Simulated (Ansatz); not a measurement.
The parent structure is BeS in the zinc blende structure (space group F-43m, No. 216; a = 4.796 Å).

One thing is altered: a hydrostatic pressure of 0.9 GPa.

All numbers come from LDA (Ansatz, a program for electronic structure), spin-orbit coupling left out.

Base, band edges from the VBM (valence, conduction): X -2.79, 2.82; W -3.57, 6.32; L -1.09, 5.46; Γ 0.00, 5.50; K -2.32, 4.14; U -2.32, 4.14 eV.

**Question.** Give the band edges at the high-symmetry points of the new zone, measured from its valence-band maximum.

**Answer.** 
```json
[
 {"point": "Γ", "valence edge (eV)": "0.00", "conduction edge (eV)": "5.50"},
 {"point": "X", "valence edge (eV)": "-2.82", "conduction edge (eV)": "2.80"},
 {"point": "U", "valence edge (eV)": "-2.35", "conduction edge (eV)": "4.13"},
 {"point": "K", "valence edge (eV)": "-2.35", "conduction edge (eV)": "4.13"},
 {"point": "L", "valence edge (eV)": "-1.11", "conduction edge (eV)": "5.49"},
 {"point": "W", "valence edge (eV)": "-3.62", "conduction edge (eV)": "6.33"}
]
```

The gap is 2.80 eV, indirect, Γ → X.

Load acts through the strain it causes; cell and atoms are relaxed under it. Whether these cells are dynamically stable was not tested.
